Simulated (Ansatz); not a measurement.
# What biaxial strain +0.83 %, plane normal [001], relaxed out of plane does to BN

Start from BN in the wurtzite structure (space group P6_3mc, No. 186; a = 2.5545 Å, c = 4.2246 Å). Axes: x lies along a and z along c of the hexagonal cell.

Perturbation: tensile biaxial strain of 0.83 % in the plane normal to [001], as in epitaxy on a mismatched substrate; the out-of-plane cell vector and the atoms relax.

Calculations: PBE (Ansatz, a first-principles code), no SOC. Γ-centred 15×15×8 mesh, Fermi–Dirac width 0.05 eV.

```json
[
 {"quantity": "space group", "base": "P6_3mc (No. 186)", "changed": "P6_3mc (No. 186)", "shift": "–"},
 {"quantity": "shortest interatomic distance", "base": "1.567 Å", "changed": "1.578 Å", "shift": "+0.011 Å"},
 {"quantity": "pressure (mean of the normal stresses, compression positive)", "base": "0.00 GPa", "changed": "-5.56 GPa", "shift": "-5.56 GPa"},
 {"quantity": "band gap", "base": "5.23 eV", "changed": "5.29 eV", "shift": "+0.06 eV"},
 {"quantity": "gap character", "base": "indirect, Γ → K", "changed": "indirect, Γ → K", "shift": "–"},
 {"quantity": "smallest direct gap", "base": "8.23 eV", "changed": "8.11 eV", "shift": "-0.12 eV"},
 {"quantity": "width of the top valence band", "base": "5.37 eV", "changed": "5.20 eV", "shift": "-0.163 eV"},
 {"quantity": "electron mass", "base": "0.31 mₑ along c, 0.51 mₑ across (at K)", "changed": "0.31 mₑ out of plane, 0.52 mₑ in plane (at K)", "shift": "–"},
 {"quantity": "valence-band top at Γ (three highest levels, from the VBM)", "base": "0.00, 0.00, -0.26 eV", "changed": "0.00, 0.00, -0.22 eV", "shift": "–"},
 {"quantity": "out-of-plane strain", "base": "–", "changed": "-0.09 %", "shift": "–"},
 {"quantity": "ratio −ε⊥/ε∥", "base": "–", "changed": "0.11", "shift": "–"}
]
```

Final structure (turned so that z lies along the plane normal):

```yaml
crystal:
  lattice:
    - [2.57573, 0.00000, 0.00000]
    - [1.28787, 2.23065, 0.00000]
    - [0.00000, 0.00000, 4.22057]
  atoms:
    - { symbol: B, position: [0.66667, 0.66667, 0.99998] }
    - { symbol: B, position: [0.33333, 0.33333, 0.49998] }
    - { symbol: N, position: [0.66667, 0.66667, 0.62522] }
    - { symbol: N, position: [0.33333, 0.33333, 0.12522] }
```

Masses are band curvatures over ±0.01 Å⁻¹ around the edge. Stability against distortions was not tested.
